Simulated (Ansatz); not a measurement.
## fluorite-type CoSi2 (0 0 1) on silicon (0 0 1), B on 2 of 2 substrate sites at each interface (film strained to the substrate, faces as cut)

A periodic stack without vacuum, fluorite-type CoSi2 (0 0 1) on silicon (0 0 1), B on 2 of 2 substrate sites at each interface (film strained to the substrate, faces as cut): substrate slab Si20B4, film Co8Si16, surface cells [[-2, 0], [-1, -1]] and [[-2, 0], [-1, -1]], film strained by +2.1 and +2.1 %, faces Si/Si and Si/Co as cut (like faces can put a slab off its formula).

The start was prepared with a machine-learned potential, and the result is one local minimum, with the in-plane cell held and forces under 0.04 eV/Å; the film can end far from its bulk form.

All values below come from PBE (plane waves to 420 eV, PAW; Ansatz, a first-principles code). No spin–orbit coupling; the runs are not spin-polarised; PBE gaps are too small against experiment. Its k-point mesh 4×7×1, Fermi–Dirac width 0.05 eV.

- interface area: 29.9 Å²
- period: 25.93 Å
- gaps between the outermost planes at the two interfaces: 0.72 and 0.82 Å
- B–Si contacts across the interfaces within 1.22 times the sum of covalent radii: 9, mean 2.14 Å
- B–Co contacts across the interfaces within 1.22 times the sum of covalent radii: 4, mean 2.10 Å
- Co–Si contacts across the interfaces within 1.22 times the sum of covalent radii: 2, mean 2.20 Å
- Si–Si contacts across the interfaces within 1.22 times the sum of covalent radii: 2, mean 2.51 Å
- estimate of the barrier: withheld, since the two interfaces are unlike

```xyz
48
Lattice="7.7318 -0.0033 -0.3139 -0.0022 3.8660 -0.1406 -4.0584 -1.0015 26.1650" Properties=species:S:1:pos:R:3 pbc="T T T"
Si     3.3832    -0.5155     1.5118
Si    -0.5085    -0.5143     1.6691
B      1.0895    -0.5641     0.2585
B      4.9700    -0.5658     0.1121
Si     5.3418     1.5168     4.1040
Si     1.4822     1.5171     4.2462
Si     3.3576     1.4671     2.8013
Si    -0.5175     1.4684     2.9630
Si     3.5194    -0.3169     6.9896
Si    -0.3324    -0.3136     7.1184
Si     1.5436    -0.3661     5.6814
Si     5.3976    -0.3664     5.5417
Si     5.5875     1.7149     9.5338
Si     1.6821     1.7210     9.7341
Si     3.5699     1.6661     8.2906
Si    -0.2770     1.6694     8.4067
Si     3.7718    -0.1079    12.3655
Si    -0.1270    -0.1242    12.6511
Si     1.7369    -0.1619    11.1756
Si     5.6606    -0.1691    10.9628
B      5.6881     1.9438    14.6739
B      2.6608     1.9118    15.2098
Si     3.9104     1.8761    13.6371
Si    -0.3515     1.8562    13.9284
Co     2.5040     2.0725    19.9825
Co    -1.2680     2.0716    20.1701
Co     4.3960     0.0396    17.5273
Co     0.4597     0.0423    17.3446
Co     2.7337     2.2667    25.2260
Co    -1.1413     2.2673    25.3864
Co    -3.1316     0.2389    22.9080
Co     0.7440     0.2376    22.7821
Si     0.5471     2.0251    18.6895
Si     4.4543     2.0205    18.7334
Si     2.4065     0.0911    18.7427
Si    -1.2892     0.0897    18.8988
Si     2.4766     0.0054    16.1908
Si    -1.5849     0.0066    16.2199
Si     0.7577     1.9287    16.0039
Si     4.4096     1.9292    16.2597
Si     0.7550     2.2189    24.0324
Si    -3.1113     2.2206    24.1758
Si     2.7240     0.2868    24.0256
Si    -1.1562     0.2879    24.1821
Si     2.6041     0.1881    21.3902
Si    -1.2387     0.1866    21.5596
Si     0.6838     2.1234    21.4120
Si    -3.1967     2.1252    21.5577
```
